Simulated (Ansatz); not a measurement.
Consider KMgF$_{3}$ in the cubic perovskite structure (space group Pm-3m, No. 221).

KMgF3 is modelled in the cubic space group Pm-3m (No. 221), the cubic perovskite structure, Pearson symbol cP5. Cell: a = b = c = 3.9913 Å, α = β = γ = 90.00°. K on 1a sees 12 F at 2.822 Å (cuboctahedral). Mg on 1b sees 6 F at 1.996 Å (octahedral). F on 3c is coordinated by 2 Mg at 1.996 Å and 4 K at 2.822 Å (octahedral). (Neighbours: up to the widest gap in distance over summed covalent radii, below 1.35, at either atom; cation-cation and far metal-metal contacts left out.)

Method: Ansatz (a program for electronic structure) PBEsol, no spin-orbit coupling.

For the base:

```
Property               Value
-------------------  -------
Lattice parameter a  3.991 Å
```

The change: hydrostatic tension (pressure −1 GPa).

Predict the new lattice parameter a.

The lattice parameter a grows by 0.019 Å (3.991 Å → 4.010 Å).

Load acts through the strain it causes; cell and atoms are relaxed under it. No phonon test of stability was made.
